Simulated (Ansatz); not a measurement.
**CdSe, pressure series**

Take CdSe in the zinc blende structure (space group F-43m, No. 216) as the base.

```
CELL_PARAMETERS angstrom
      0.00000     3.04079     3.04079
      3.04079     0.00000     3.04079
      3.04079     3.04079     0.00000
ATOMIC_POSITIONS crystal
  Cd 0.00000 0.00000 0.00000
  Se 0.25000 0.25000 0.25000
```

Cell and atoms are relaxed at each pressure.

Computed with PBEsol (Ansatz, a quantum-chemistry and plane-wave program), scalar-relativistic without spin-orbit coupling.

```tsv
P (GPa)	V (Å³/atom)
-2.01	29.343
-1.01	28.695
0.89	27.658
2.08	27.104
4.50	26.143
9.00	24.741
14.99	23.344
22.49	22.034
29.99	21.018
```

A third-order Birch–Murnaghan fit to these points gives V₀ = 28.12 Å³/atom, B₀ = 52 GPa and B₀′ = 4.6. At pressure 30 GPa the volume is 74.7 % of V₀.

Between the base and pressure 4.5 GPa the gap moves from 0.48 eV to 0.62 eV, a mean slope of 31 meV/GPa.

Load acts through the strain it causes; cell and atoms are relaxed under it. Whether these cells are dynamically stable was not tested. Tetrahedral semiconductors of this kind turn to denser phases somewhere between about 1 and 50 GPa; those were not computed, so compressed cells here can lie past the real transition.
